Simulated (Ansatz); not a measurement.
Effect of tensor shear ε_xy = +1.43 % on CdSe

The parent structure is CdSe in the zinc blende structure (space group F-43m, No. 216; a = 6.082 Å). Axes: x, y, z lie along the cube axes.

One thing is altered: tensor shear ε_xy = +1.43 % (engineering shear γ = 0.0286); the atoms relax in the strained cell.

Computed with PBEsol/PAW in Ansatz (a quantum-chemistry and plane-wave program), without spin-orbit coupling. Γ-centred 9×9×9 mesh, Fermi–Dirac width 0.05 eV.

```csv
quantity,base,changed,shift
volume per atom,28.12 Å³,28.11 Å³,-0.01 Å³
space group,F-43m (No. 216),Imm2 (No. 44),–
shortest interatomic distance,2.633 Å,2.630 Å,-0.003 Å
energy relative to the base (free energy F),0 meV/atom,+1.6 meV/atom,+1.6 meV/atom
band gap,0.48 eV,0.41 eV,-0.07 eV
gap character,direct at Γ,direct at Γ,–
"valence-band top at Γ (three highest levels, from the VBM)","0.00, 0.00, 0.00 eV","0.00, -0.07, -0.13 eV",–
largest internal atomic displacement,–,0.018 Å,–
"stress (xx, yy, zz, yz, xz, xy; compression positive)",–,"(0.00, 0.00, -0.01, 0.00, 0.00, -0.64) GPa",–
```

Cost of the whole job for the changed cell (relaxation, final SCF and bands): around 60 core-seconds (rough).

Stability against distortions was not tested. Labels are those of the standard path for the cell's own space group.
